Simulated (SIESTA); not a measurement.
**A self-consistent single point of MgS (R3m, 2 atoms in the cell) with SIESTA**

Computed with LDA PW92, numerical atomic orbitals DZP, PseudoDojo LDA standard norm-conserving potentials (rewritten from UPF to PSML) (SIESTA 5.4.2).

This input was run:

```
# files in the folder: Mg.psml S.psml (PseudoDojo LDA standard)
SystemName  MgS
SystemLabel siesta

NumberOfAtoms                2
NumberOfSpecies              2
%block ChemicalSpeciesLabel
  1 12 Mg
  2 16 S
%endblock ChemicalSpeciesLabel
LatticeConstant              1.0 Ang
%block LatticeVectors
     0.000000000    2.847286000    2.847286000
     2.847286000    0.000000000    2.847286000
     2.847286000    2.847286000    0.000000000
%endblock LatticeVectors
AtomicCoordinatesFormat      Ang
%block AtomicCoordinatesAndAtomicSpecies
     0.028865785    0.028865785    0.028865785  1
     4.270929000    4.270929000    4.270929000  2
%endblock AtomicCoordinatesAndAtomicSpecies

XC.functional                LDA
XC.authors                   PW92
PAO.BasisSize                DZP
PAO.EnergyShift              0.005 Ry
MeshCutoff                   350 Ry
%block kgrid.MonkhorstPack
    8   0   0  0.0
    0   8   0  0.0
    0   0   8  0.0
%endblock kgrid.MonkhorstPack
OccupationFunction           FD
ElectronicTemperature        10 K

MaxSCFIterations             150
SCF.Mixer.Method             Pulay
SCF.Mixer.Weight             0.1
SCF.Mixer.History            6
SCF.DM.Tolerance             1.0E-05
Diag.ParallelOverK           true
WriteForces                  true
```

Output, abridged:

```
reinit: Reading from file input.fdf

reinit: System Name: MgS
reinit: System Label: siesta

coor:   Atomic-coordinates input format  =     Cartesian coordinates
coor:                                          (in Angstroms)

siesta: Atomic coordinates (Bohr) and species
siesta:      0.05455   0.05455   0.05455  1        1
siesta:      8.07089   8.07089   8.07089  2        2

siesta: System type = bulk

initatomlists: Number of atoms, orbitals, and projectors:      2    22    26

siesta: ******************** Simulation parameters ****************************
redata: Spin configuration                          = none
redata: Time-Reversal Symmetry                      = T
redata: Number of Atomic Species                    =        2
redata: Mesh Cutoff                                 =   350.0000 Ry
redata: Net charge of the system                    =     0.0000 |e|
redata: Min. number of SCF Iter                     =        0
redata: Max. number of SCF Iter                     =      150
redata: SCF convergence failure will abort job
redata: SCF mix quantity                            = Hamiltonian
redata: Mix DM or H after convergence               =   F
redata: Recompute H after scf cycle                 =   F
redata: Mix DM in first SCF step                    =   T
redata: No kicks to SCF
redata: DM Mixing Weight for Kicks                  =     0.5000
redata: Require Harris convergence for SCF          =   F
redata: Harris energy tolerance for SCF             =     0.000100 eV
redata: Require DM convergence for SCF              =   T
redata: DM tolerance for SCF                        =     0.000010
redata: Require EDM convergence for SCF             =   F
redata: EDM tolerance for SCF                       =     0.001000 eV
redata: Require H convergence for SCF               =   T
redata: Hamiltonian tolerance for SCF               =     0.001000 eV
redata: Require (free) Energy convergence for SCF   =   F
redata: (free) Energy tolerance for SCF             =     0.000100 eV
redata: Using DFT-D3 dispersion                     =   F
redata: Using Saved Data (generic)                  =   F
redata: Method of Calculation                       = Diagonalization
redata: Electronic Temperature                      =    10.0000 K
redata: Number of TDED substeps                     =        3
redata: Dynamics option                             = Single-point calculation
redata: Save all siesta data in one NC              =   F
redata: ***********************************************************************

%block SCF.Mixers
  Pulay
%endblock SCF.Mixers

%block SCF.Mixer.Pulay
  # Mixing method
  method pulay
  variant stable

  # Mixing options
  weight 0.1000
  weight.linear 0.1000
  history 6
%endblock SCF.Mixer.Pulay

DM_history_depth set to one: no extrapolation allowed by default for geometry relaxation
Size of DM history Fstack: 1
Total number of electrons:    16.000000
Total ionic charge:    16.000000

* ProcessorY, Blocksize:    1  23

* Orbital distribution balance (max,min):    22    22

k-point displ. along   1 input, could be:     0.00    0.50
k-point displ. along   2 input, could be:     0.00    0.50
k-point displ. along   3 input, could be:     0.00    0.50
 Kpoints in:          320 . Kpoints trimmed:          296

siesta: k-grid: Number of k-points = 296
siesta: k-points from Monkhorst-Pack grid
siesta: k-cutoff (effective) =    16.107 Ang
siesta: k-point supercell and displacements
siesta: k-grid:     8     0     0      0.000
siesta: k-grid:     0     8     0      0.000
siesta: k-grid:     0     0     8      0.000

diag: Algorithm                                     = D&C
diag: Parallel over k                               =   F
diag: Use parallel 2D distribution                  =   F
diag: Parallel block-size                           = 23
diag: Parallel distribution                         =     1 x     1
diag: Used triangular part                          = Lower
diag: Absolute tolerance                            =  0.100E-15
diag: Orthogonalization factor                      =  0.100E-05
diag: Memory factor                                 =  1.0000

superc: Internal auxiliary supercell:     7 x     7 x     7  =     343
superc: Number of atoms, orbitals, and projectors:    686   7546   8918

                        Single-point calculation

superc: Internal auxiliary supercell:     7 x     7 x     7  =     343
superc: Number of atoms, orbitals, and projectors:    686   7546   8918

outcell: Unit cell vectors (Ang):
        0.000000    2.847286    2.847286
        2.847286    0.000000    2.847286
        2.847286    2.847286    0.000000

outcell: Cell vector modules (Ang)   :    4.026670    4.026670    4.026670
outcell: Cell angles (23,13,12) (deg):     60.0000     60.0000     60.0000
outcell: Cell volume (Ang**3)        :     46.1661
new_DM -- step:     1
Initializing Density Matrix...

Attempting to read DM from file... Failed...
DM filled with atomic data:

InitMesh: MESH = 40 x 40 x 40 = 64000
InitMesh: Mesh cutoff (required, used) =   350.000   409.092 Ry

stepf: Fermi-Dirac step function

        iscf     Eharris(eV)        E_KS(eV)     FreeEng(eV)     dDmax    Ef(eV) dHmax(eV)
   scf:    1    -1912.920317    -1915.262375    -1915.262375  1.682937 -4.738921  4.642263
   scf:    2    -1915.619950    -1915.446684    -1915.446684  0.025740 -4.940277  3.985419
   scf:    3    -1915.879139    -1915.761601    -1915.761601  0.110912 -5.831486  1.093204
   scf:    4    -1915.750031    -1915.761832    -1915.761832  0.049390 -6.196421  0.408373
   scf:    5    -1915.772544    -1915.769385    -1915.769385  0.018445 -4.203916  0.014735
   scf:    6    -1915.769404    -1915.769398    -1915.769398  0.000781 -4.199802  0.005148
   scf:    7    -1915.769398    -1915.769398    -1915.769398  0.000088 -4.201434  0.000608
   scf:    8    -1915.769398    -1915.769398    -1915.769398  0.000018 -4.201543  0.000246
   scf:    9    -1915.769398    -1915.769398    -1915.769398  0.000021 -4.201533  0.000166
   scf:   10    -1915.769398    -1915.769398    -1915.769398  0.000013 -4.201559  0.000001
   scf:   11    -1915.769398    -1915.769398    -1915.769398  0.000000 -4.201559  0.000001

SCF Convergence by DM+H criterion
max |DM_out - DM_in|         :     0.0000000422
max |H_out - H_in|      (eV) :     0.0000005893
SCF cycle converged after 11 iterations

Using DM_out to compute the final energy and forces

siesta: E_KS(eV) =            -1915.7694

siesta: E_KS - E_eggbox =     -1915.7694

siesta: Atomic forces (eV/Ang):
     1   -0.156075   -0.156075   -0.156075
     2    0.156063    0.156063    0.156063
   Tot   -0.000012   -0.000012   -0.000012
   Max    0.156075
   Res    0.156069    sqrt( Sum f_i^2 / 3N )
   Max    0.156075    constrained

Stress tensor Voigt[x,y,z,yz,xz,xy] (kbar):        7.98        7.98        7.98        6.16        6.16        6.16
(Free)E + p*V (eV/cell)    -1915.9994
Target enthalpy (eV/cell)    -1915.7694

siesta: Program's energy decomposition (eV):
siesta: Ebs     =      -528.543154
siesta: Eions   =      2520.130276
siesta: Ena     =       320.087585
siesta: Ekin    =      1020.157392
siesta: Enl     =      -447.824568
siesta: Eso     =         0.000000
siesta: Edftu   =         0.000000
siesta: DEna    =         6.812207
siesta: DUscf   =         0.600101
siesta: DUext   =         0.000000
siesta: Ex      =      -266.564731
siesta: Ec      =       -28.907109
siesta: Exc     =      -295.471840
siesta: Eharris =     -1915.769398
siesta: Etot    =     -1915.769398
siesta: FreeEng =     -1915.769398

siesta: Atomic forces (eV/Ang):
siesta:      1   -0.156075   -0.156075   -0.156075
siesta:      2    0.156063    0.156063    0.156063
siesta: ----------------------------------------
siesta:    Tot   -0.000012   -0.000012   -0.000012

siesta: Stress tensor (static) (eV/Ang**3):
siesta:     0.004983    0.003842    0.003842
siesta:     0.003842    0.004983    0.003842
siesta:     0.003842    0.003842    0.004983

siesta: Cell volume =         46.166109 Ang**3

siesta: Pressure (static):
siesta:                Solid            Molecule  Units
siesta:          -0.00005427         -0.00021046  Ry/Bohr**3
siesta:          -0.00498313         -0.01932383  eV/Ang**3
siesta:          -7.98385289        -30.96018774  kBar
```

The run converged in 11 iterations.

The starting cell comes from a database of computed structures (which also holds hypothetical and non-ambient phases and stackings), without a prior relaxation at this level. Its lattice was rescaled by up to half a per cent. One atom was moved a little off its site on purpose. Values carry the incompleteness of an atom-centred basis.
